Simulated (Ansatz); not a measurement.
AlAs under a change: x(Ga) = 0.667, 6 atoms, P3m1

The parent structure is AlAs in the zinc blende structure (space group F-43m, No. 216; a = 5.6747 Å).

The other end (x = 1) is AlGa in the zinc blende structure (space group F-43m, No. 216; a hypothetical phase, not in the database extracts checked): 24.83 Å³/atom, gap zero; this end may not be an ambient phase.

Modification: Ga replaces 66.7 % of the As, ordered in a cell of 6 atoms (starting symmetry P3m1) and fully relaxed.

All numbers come from PBEsol/PAW in Ansatz (a program for electronic structure), scalar-relativistic without spin-orbit coupling. k-mesh 15×15×4 (Γ-centred); smearing 0.05 eV (Fermi–Dirac), for the changed cell.

The volume per atom shrinks by 0.247 Å³ to 22.60 Å³ and the density drops by 0.087 g/cm³, from 3.70 g/cm³ to 3.62 g/cm³. The shortest interatomic distance shrinks by 0.067 Å (2.457 Å → 2.390 Å) and the band gap changes from 1.34 eV to zero. The mixing energy is -0.07 eV/atom (to 0.01 eV only: unlike meshes or grids) (against an end that may be hypothetical) and the deviation of the volume from the linear (Vegard-type) interpolation amounts to -6.5 %. The mean first-shell distances comes out as As–Al 2.394 Å (end compound 2.457 Å), Ga–Al 2.594 Å (end compound 2.527 Å).

These are small ordered cells, not random alloys; other orderings at the same x differ. Stability against distortions was not tested. All final runs are without spin polarisation. Under x(Ga) = 0.667, 6 atoms, P3m1 the cell changed shape so far that it is another structure.
